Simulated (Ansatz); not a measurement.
For Cu₂Te (model structure, from the CdI2 type, P-3m1, No. 164), PBE in Ansatz (PAW) gives:

```
Quantity                      Result
---------------------  -------------
lattice constant a           4.006 Å
c axis length                3.911 Å
enthalpy of formation  0.231 eV/atom
```

Q: What does PBE-D3(BJ) (Ansatz, an electronic-structure program, plane waves, PAW) give for the same quantities?

A: 
- lattice constant a: 3.957 Å (decreases by 1.2 %)
- lattice parameter c: 3.781 Å (decreases by 3.3 %)
- formation enthalpy: 0.254 eV/atom (grows by 0.023 eV/atom)

Changes are worked out from the printed values.

Unless a cell is named, each level is at its own relaxed cell (PBE 18.12, PBE-D3(BJ) 17.09 Å³/atom).

Levels without +SOC leave out spin–orbit coupling, which shifts energies and cells of such heavy elements.

Ansatz's density-functional and Hartree–Fock values are scalar-relativistic unless marked +SOC, with PAW data made under PBE.

A model structure was made by putting elements into a prototype or built by hand; it is no filed structure, need not be a known phase, and can be a saddle point held by its symmetry.
